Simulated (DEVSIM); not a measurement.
Structure: Schottky contact on p-type GaAs, at 450 K.

```
layer (left to right)  material  thickness (μm)  Na (cm⁻³)  τn (s)  τp (s)
---------------------  --------  --------------  ---------  ------  ------
1                          GaAs           0.330     2.4e16  8.9e-8  8.9e-8
```

Left contact: Schottky, work function 4.934 eV, emission velocity 5.3e6 cm/s. Right contact: ohmic. Voltage is applied to the left contact. Recombination: SRH at mid-gap, radiative. Mobility is μmin + (μ − μmin)/(1 + (N/Nref)^α).

Constants are typed, rounded textbook-type inputs, not results; the design itself was drawn at random and stands for no fabricated device. Values at 300 K; Nc and Nv go as T^1.5, mobilities as T to minus their exponent, the gap by Varshni's rule with the affinity fixed.

```
parameter             GaAs
----------------  --------
gap (eV)             1.424
affinity (eV)         4.07
permittivity          12.9
Nc (cm⁻³)           4.7e17
Nv (cm⁻³)             9e18
μn (cm²/Vs)           8500
μp (cm²/Vs)            400
μn,min                 500
μp,min                  20
Nref,n                6e16
Nref,p              1.5e17
αn                    0.39
αp                    0.38
T exponent of μn       2.1
T exponent of μp       2.2
B (cm³/s)            2e-10
Varshni α (eV/K)  0.000541
Varshni β (K)          204
```

Model (solved in DEVSIM): 1D drift-diffusion, Boltzmann statistics, complete ionisation; no tunnelling, impact ionisation, image-force lowering or self-heating. Metal contacts follow the ideal Schottky-Mott rule: no Fermi-level pinning, no interface dipoles.

### Question
Tabulate band edges, carrier densities and field at zero bias.

### Answer
Energies count from the Fermi level of the right contact; mesh points crowd at the junctions.

```tsv
x (μm)	Ec (eV)	Ev (eV)	n (cm⁻³)	p (cm⁻³)	field (V/cm)
0.000	0.864	-0.489	1.8e8	5.5e13	36000
0.005366	0.883	-0.470	1.1e8	9.0e13	35000
0.01175	0.904	-0.449	6.4e7	1.6e14	32000
0.01935	0.928	-0.425	3.5e7	2.9e14	30000
0.03039	0.959	-0.394	1.6e7	6.4e14	26000
0.04152	0.987	-0.367	7700000	1.3e15	23000
0.05476	1.014	-0.339	3800000	2.6e15	19000
0.07401	1.044	-0.309	1700000	5.8e15	13000
0.09341	1.065	-0.288	1000000	9.9e15	8800
0.1165	1.081	-0.272	670000	1.5e16	5100
0.1440	1.091	-0.262	520000	1.9e16	2500
0.1780	1.096	-0.257	450000	2.2e16	940
0.2067	1.098	-0.255	430000	2.3e16	410
0.2309	1.099	-0.254	420000	2.4e16	200
0.2584	1.099	-0.254	420000	2.4e16	92
0.2743	1.099	-0.254	420000	2.4e16	59
0.2852	1.099	-0.254	420000	2.4e16	44
0.2969	1.100	-0.254	420000	2.4e16	33
0.3101	1.100	-0.253	420000	2.4e16	26
0.3178	1.100	-0.253	420000	2.4e16	23
0.3243	1.100	-0.253	420000	2.4e16	22
0.3300	1.100	-0.253	420000	2.4e16	22
```
